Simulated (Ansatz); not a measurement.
CaF2, pressure series

Start from CaF2 in the fluorite structure (space group Fm-3m, No. 225; a = 5.4391 Å).

Cell and atoms are relaxed at each pressure.

The values are results of DFT with r2SCAN, PAW potentials and a 500 eV plane-wave cutoff in Ansatz (an electronic-structure program), no spin-orbit coupling, not measurements.

Notes on the quantities. enthalpy: H = E + PV relative to the base's energy.

| case | width of the top valence band | electron mass | enthalpy |
|---|---|---|---|
| base | 0.85 eV | 0.56 mₑ (at Γ) | – |
| pressure −2 GPa | 0.83 eV | 0.57 mₑ (at Γ) | -0.17 eV/atom |
| pressure −1 GPa | 0.84 eV | – | -0.08 eV/atom |
| pressure 1.8 GPa | 0.86 eV | 0.56 mₑ (at Γ) | +0.15 eV/atom |
| pressure 4.2 GPa | 0.87 eV | 0.56 mₑ (at Γ) | +0.34 eV/atom |
| pressure 9 GPa | 0.90 eV | 0.57 mₑ (at Γ) | +0.72 eV/atom |
| pressure 18 GPa | 0.93 eV | 0.57 mₑ (at Γ) | +1.39 eV/atom |
| pressure 30 GPa | 0.96 eV | 1.3 mₑ along k, 1.7 mₑ across (at X) | +2.23 eV/atom |
| pressure 60 GPa | 0.99 eV | 1.2 mₑ along k, 1.7 mₑ across (at X) | +4.15 eV/atom |

The levels and masses belong to the bands next to the band gap. Load acts through the strain it causes; cell and atoms are relaxed under it. Effective masses come from finite differences of ±0.01 Å⁻¹. Along k means along the line from Γ to the band edge. Whether these cells are dynamically stable was not tested. Competing high-pressure phases were not computed.
